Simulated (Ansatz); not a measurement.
What biaxial strain −1.80 %, plane normal [001], relaxed out of plane does to MgTe

Consider MgTe in the wurtzite structure (space group P6_3mc, No. 186; a = 4.561 Å, c = 7.412 Å). Axes: x lies along a and z along c of the hexagonal cell.

The change: biaxial strain −1.80 %, plane normal [001], relaxed out of plane (Cartesian); in-plane vectors clamped, the third vector and the atoms free.

The values are results of PBEsol, PAW, 420 eV (Ansatz, an electronic-structure program; scalar-relativistic without spin-orbit coupling), not measurements. Settings: 8×8×5 k-points, 0.05 eV Fermi–Dirac smearing.

The volume per atom decreases by 0.66 Å³, from 33.39 Å³ to 32.73 Å³ and the space group remains P6_3mc (No. 186). The shortest interatomic distance decreases by 0.021 Å, from 2.787 Å to 2.766 Å and the pressure (mean of the normal stresses, compression positive) rises by 7.3 kbar, from -0.1 kbar to 7.2 kbar. The band gap stays essentially unchanged (2.39 eV against 2.38 eV) and the gap character remains direct at Γ. The width of the top valence band goes up by 0.15 eV (1.40 eV → 1.55 eV) and the electron mass goes from 0.15 mₑ along c, 0.17 mₑ across (at Γ) to 0.15 mₑ out of plane, 0.18 mₑ in plane (at Γ). The valence-band top at Γ (three highest levels, from the VBM) goes from 0.00, -0.02, -0.02 eV to 0.00, 0.00, -0.21 eV and the out-of-plane strain comes out as +1.64 %. The ratio −ε⊥/ε∥ comes out as 0.91 and the mean in-plane stress (compression positive) amounts to +1.1 GPa.

With Te present, leaving out spin-orbit coupling can change the band edges. Masses are band curvatures over ±0.01 Å⁻¹ around the edge. No phonon test of stability was made.
